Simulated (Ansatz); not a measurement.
## Carrier doping in CaF2

The reference is CaF₂ (space group Pmc2_1, No. 26; a = 3.4696 Å, b = 4.1055 Å, c = 5.8757 Å; a cell from a computed database, its experimental status unchecked).

Carriers are added at fixed cell with a uniform background; the Fermi–Dirac width is that of 300 K.

All numbers come from Ansatz (an electronic-structure program), PBEsol, PAW, cutoff 420 eV, scalar-relativistic without spin-orbit coupling, earlier PAW set.

Notes on the quantities. Fermi level from band edge: Fermi level relative to the doped band's edge (positive inside the band; to 0.05 eV).

```csv
electron density (10^21 cm⁻³),Fermi level from band edge (eV)
2,0.60
3,?
5,0.95
7,1.20
```

Task: Fit E_F = C n^s, fitted as a line in log–log form (a parabolic band gives s = 2/3) to the rows shown and predict the withheld row.

Result: Least squares on the printed values gives C = 0.41 eV, s = 0.54 (largest residual 0.03 eV); this predicts 0.74 eV, and the run gives 0.75 eV, in agreement.

Carriers are added with a uniform compensating background; total energy and stress of such cells depend on the potential's zero and are not compared; many-body gap narrowing is missing at this level. Whether these cells are dynamically stable was not tested.
